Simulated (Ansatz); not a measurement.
Amorphous Zr$_{20}$O$_{43}$Mo, 64 atoms at 5.23 g/cm³, one PBE-relaxed geometry, zone centre. Methods: PBE, scalar-relativistic without spin-orbit coupling (Ansatz, a program for electronic structure); r2SCAN, scalar-relativistic without spin-orbit coupling (Ansatz); HSE06, scalar-relativistic without spin-orbit coupling (Ansatz). Plane waves to 420 eV (r2SCAN 500 eV); exact exchange is cut at the cell's faces. At PBE the levels at both edges of the gap are localised (band-tail or defect states), and the nearest spread-out levels lie 3.9 eV apart at the zone centre. All rungs ran without spin polarisation.

Preparation: random packing, a CHGNet melt and quench, and a DFT relaxation. O atoms were pushed apart under 1.9 Å during the dynamics, to hinder bonds among them. The hot cell started wider than the set density and was brought back towards it in steps. It is the lowest in DFT energy of 2 quenches. It is a model cell: composition and starting density were chosen by hand, and all elements were melted together. No dispersion term was used. Its density started from a set value of 5.23 and ended at 5.23 g/cm³. Cooling (nominally 300 K/ps over its main leg) ran many orders faster than in experiment, which tends to leave more defects and strain. One small periodic cell is one sample of the glass; other quenches scatter about these values. The volume was held where the preparation left it and the shape relaxed, at a PBE pressure of -2.3 GPa (tension). Stress components on the final sampling reach 2.4 GPa.

The relaxation ran on the zone centre alone. At PBE the gap between localised states is 2.50 eV on a 2×2×2 Γ-centred mesh, and the spacing at the zone centre alone 2.53 eV.

What zone-centre spacing does r2SCAN give, roughly?

2.79 eV (+0.26 eV against PBE).

What zone-centre spacing does HSE06 give, roughly?

3.83 eV (+1.30 eV against PBE).

The highest filled and the lowest empty state spread over these numbers of atoms (participation numbers): PBE: 4.0 and 3.3; r2SCAN: 3.6 and 3.1; HSE06: 3.7 and 3.1.
